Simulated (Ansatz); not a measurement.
We consider cubic perovskite CsPbBr3 (cubic high-temperature phase), described by PBEsol (Ansatz, a program for electronic structure, PAW).

Numerical settings: plane-wave cutoff 520 eV, 4×4×4 k mesh, scalar-relativistic PAW data made under PBE.

The cell has the measured lattice: a = b = c = 5.874 Å, α = β = γ = 90.00°.

### Question
Predict the elastic constant C44, Young modulus, elastic constant C11, elastic constant C12 and Voigt–Reuss–Hill bulk modulus.

### Answer

- elastic constant C44: 3.92 GPa
- Young modulus: 23.2 GPa
- elastic constant C11: 52.9 GPa
- elastic constant C12: 6.50 GPa
- Voigt–Reuss–Hill bulk modulus: 22.0 GPa

Note: held by symmetry at 0 K, a high-temperature phase can be a saddle point; the cell isn't this level's own, so it is under some stress, which shifts stiffness and frequencies.

Elastic constants are with the ions relaxed.

Spin–orbit coupling is not included; it can shift volumes and moduli of such heavy elements.

Computing time: around 70 core-seconds (rough).
